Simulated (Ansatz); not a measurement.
# Bi2Te3 (model structure, from the A-La2O3 type, P-3m1, No. 164): smallest direct gap on the k points sampled by level of theory

No measured value is used here.

```tsv
level (code)	value (eV)
LDA (Ansatz)	[?]
PBE (Ansatz)	0.52
PBE+SOC (Ansatz)	0.20
PBEsol+SOC (Ansatz)	[?]
r²SCAN (Ansatz)	0.78
r²SCAN+SOC (Ansatz)	[?]
HSE06 (Ansatz)	0.91
HSE06+SOC (Ansatz)	0.28
r²SCAN0 (Ansatz)	1.60
```

### Question
Some entries are withheld; supply them.

### Answer

- LDA (Ansatz, a first-principles code), value (eV): 0.42
- PBEsol+SOC (Ansatz), value (eV): 0.18
- r²SCAN+SOC (Ansatz), value (eV): 0.23

Computed values are for a static lattice. Levels without +SOC have no spin–orbit coupling; where heavier elements are present it shifts gaps, mostly down, and can invert bands.  Values are at the PBEsol cell. Cutoffs and k meshes differ between the levels. Ansatz's density-functional and Hartree–Fock values are scalar-relativistic unless marked +SOC, with PAW data made under PBE.

A model structure was made by putting elements into a prototype or built by hand; it is no filed structure, need not be a known phase, and can be a saddle point held by its symmetry.
